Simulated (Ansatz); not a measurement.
## What uniaxial strain ε_zz = +3.15 % does to Gd

Take Gd in the hcp (Mg type) structure (space group P6_3/mmc, No. 194; a = 3.569 Å, c = 5.700 Å; ferromagnetic; relaxed with 0.1 eV smearing) as the base. Axes: x lies along a and z along c of the hexagonal cell.

One thing is altered: uniaxial strain ε_zz = +3.15 %, all other strain components held at zero; the atoms relax in the strained cell.

The values are results of PBEsol (Ansatz, a quantum-chemistry and plane-wave program; PAW; 420 eV plane waves; no spin-orbit coupling), earlier PAW set, not measurements. Settings: 19×19×10 k-points, 0.1 eV Fermi–Dirac smearing.

| quantity | base | changed | shift |
|---|---|---|---|
| volume per atom | 31.44 Å³ | 32.43 Å³ | +0.99 Å³ |
| space group | P6_3/mmc (No. 194) | P6_3/mmc (No. 194) | – |
| energy relative to the base (free energy F) | 0 meV/atom | +6.7 meV/atom | +6.7 meV/atom |
| pressure (mean of the normal stresses, compression positive) | 0.0 GPa | -1.0 GPa | -1.0 GPa |
| band gap | zero | zero | – |
| magnetic state | ferromagnetic | ferromagnetic | – |
| largest site moment | 7.28 μB | 7.31 μB | +0.022 μB |
| stress (xx, yy, zz, yz, xz, xy; compression positive) | – | (-0.5, -0.5, -2.1, 0.0, 0.0, 0.0) GPa | – |

Final structure:

```yaml
crystal:
  lattice:
    - [3.56877, 0.00000, 0.00000]
    - [-1.78439, 3.09065, 0.00000]
    - [0.00000, 0.00000, 5.87963]
  atoms:
    - { symbol: Gd, position: [0.33333, 0.66667, 0.75000] }
    - { symbol: Gd, position: [0.66667, 0.33333, 0.25000] }
```

Cost of the whole job for the changed cell (relaxation, final SCF and bands): around 100 core-seconds (rough).

The magnetic state is the one reached from the starting moments; the real material's order can differ, and small cells can't hold many antiferromagnetic ones. The state of the 4f shell was not checked for lower solutions. Stability against distortions was not tested.
